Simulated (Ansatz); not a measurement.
## MgTe, response to strain

The reference is MgTe in the wurtzite structure (space group P6_3mc, No. 186; a = 4.561 Å, c = 7.412 Å). Axes: x lies along a and z along c of the hexagonal cell.

Strains are applied to the cell and any free atomic positions relax.

All numbers come from Ansatz (a first-principles code), PBEsol, PAW, cutoff 420 eV, without spin-orbit coupling.

Notes on the quantities. energy relative to the base: free energy F; pressure: mean of the normal stresses, compression positive.

| case | shortest interatomic distance | band gap | energy relative to the base | pressure |
|---|---|---|---|---|
| base | 2.787 Å | 2.39 eV | 0 meV/atom | -0.01 GPa |
| uniaxial strain ε_zz = +0.60 % | ? | ? | +0.2 meV/atom | ? |
| uniaxial strain ε_zz = +1.20 % | 2.797 Å | 2.32 eV | +0.9 meV/atom | -0.43 GPa |
| uniaxial strain ε_zz = +1.80 % | 2.802 Å | 2.28 eV | +1.9 meV/atom | -0.63 GPa |
| uniaxial strain ε_zz = +2.40 % | 2.806 Å | 2.24 eV | +3.4 meV/atom | -0.83 GPa |
| uniaxial strain ε_zz = +3.00 % | 2.811 Å | 2.19 eV | +5.2 meV/atom | -1.02 GPa |

Task: Some entries are withheld; estimate them.

Result: 
- uniaxial strain ε_zz = +0.60 %, shortest interatomic distance: 2.792 Å
- uniaxial strain ε_zz = +0.60 %, band gap: 2.36 eV
- uniaxial strain ε_zz = +0.60 %, pressure: -0.22 GPa

With Te present, leaving out spin-orbit coupling can change the band edges. Whether these cells are dynamically stable was not tested.
